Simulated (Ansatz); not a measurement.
For GaN (model structure, started from the HgO type, P6₄22, No. 181, 6 atoms in the cell), LDA (PAW; Ansatz, a program for electronic structure) gives:

| Quantity | Value |
|---|---|
| lattice constant a | 3.097 Å |
| c axis length | 7.285 Å |
| cohesive energy | 5.04 eV/atom |
| band gap | 1.78 eV |

Problem. What does r²SCAN+rVV10 in Ansatz (PAW) give for the same quantities?

Solution. 
- lattice constant a: 3.117 Å (goes up by 0.6 %)
- lattice parameter c: 7.360 Å (goes up by 1.0 %)
- cohesive energy: 4.25 eV/atom (drops by 0.79 eV/atom)
- band gap: 1.92 eV (goes up by 0.14 eV)

Changes are worked out from the printed values.

Unless a cell is named, each level is at its own relaxed cell (LDA 10.08, r²SCAN+rVV10 10.32 Å³/atom).

Spin–orbit coupling is included only where a level's name says +SOC; with heavier elements it mostly lowers gaps and can invert bands. Density-functional gaps are differences of (generalised) Kohn–Sham levels.

Ansatz's density-functional and Hartree–Fock values are scalar-relativistic unless marked +SOC, with PAW data made under PBE.

A model structure was made by putting elements into a prototype or built by hand; it is no filed structure, need not be a known phase, and can be a saddle point held by its symmetry.
